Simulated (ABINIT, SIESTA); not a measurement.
A SIESTA input for a self-consistent single point of BaNi2P4 (I4/mmm, 7 atoms in the cell) (DFT, LDA PW92, numerical atomic orbitals DZP, PseudoDojo LDA standard norm-conserving potentials (rewritten from UPF to PSML)):

```
# files in the folder: Ba.psml Ni.psml P.psml (PseudoDojo LDA standard)
SystemName  Ba(NiP2)2
SystemLabel siesta

NumberOfAtoms                7
NumberOfSpecies              3
%block ChemicalSpeciesLabel
  1 56 Ba
  2 28 Ni
  3 15 P
%endblock ChemicalSpeciesLabel
LatticeConstant              5.444064 Ang
%block LatticeVectors
    -0.599862529    0.599862529    0.529461998
     0.599862529   -0.599862529    0.529461998
     0.599862529    0.599862529   -0.529461998
%endblock LatticeVectors
AtomicCoordinatesFormat      Ang
%block AtomicCoordinatesAndAtomicSpecies
     0.000000000    0.000000000    0.000000000  1
     3.265690000    0.000000000    1.441212500  2
    -0.000000000    3.265690000    1.441212500  2
     0.000000000    1.586145633    2.882425000  3
     3.265690000    1.679544367    0.000000000  3
     1.679544367    3.265690000    0.000000000  3
     1.586145633    0.000000000    2.882425000  3
%endblock AtomicCoordinatesAndAtomicSpecies

XC.functional                LDA
XC.authors                   PW92
PAO.BasisSize                DZP
PAO.EnergyShift              0.005 Ry
MeshCutoff                   300 Ry
%block kgrid.MonkhorstPack
    7   0   0  0.0
    0   7   0  0.0
    0   0   7  0.0
%endblock kgrid.MonkhorstPack
OccupationFunction           FD
ElectronicTemperature        1578.21 K

MaxSCFIterations             150
SCF.Mixer.Method             Pulay
SCF.Mixer.Weight             0.25
SCF.Mixer.History            8
SCF.DM.Tolerance             1.0E-04
Diag.ParallelOverK           true
WriteForces                  true
Charge.Mulliken              end
```

### Question
Write the same calculation as an input for ABINIT.

### Answer
One input that does it (others would too):

```
# Ba(NiP2)2, JTH v2.0 LDA PAW
pp_dirpath "./"
pseudos "Ba.LDA_PW-JTH.xml, Ni.LDA_PW-JTH.xml, P.LDA_PW-JTH.xml"
acell 3*1.0
rprim
        -6.1712597079    6.1712597079    5.4469938248
         6.1712597079   -6.1712597079    5.4469938248
         6.1712597079    6.1712597079   -5.4469938248
natom 7
ntypat 3
znucl 56 28 15
typat 1 2 2 3 3 3 3
xred
         0.0000000000    0.0000000000    0.0000000000
         0.2500000000    0.7500000000    0.5000000000
         0.7500000000    0.2500000000    0.5000000000
         0.7428500000    0.5000000000    0.2428500000
         0.2571500000    0.5000000000    0.7571500000
         0.5000000000    0.2571500000    0.7571500000
         0.5000000000    0.7428500000    0.2428500000
ecut 30
pawecutdg 60
pawxcdev 0
ixc 7
occopt 3
tsmear 0.136 eV
nband 42
kptopt 1
ngkpt 7 7 7
nshiftk 1
shiftk 0 0 0
nstep 50
tolvrs 1.0e-10
prtwf 0
prtden 0
prtvol 1
enunit 1
```

Basis settings and potentials, where a program has them, do not carry over. This input uses DFT, LDA (PW92), plane waves, PAW (JTH v2.0 LDA PAW). LDA parametrisations can differ slightly between programs.

The starting cell comes from a database of computed structures (which also holds hypothetical and non-ambient phases and stackings), without a prior relaxation at this level.
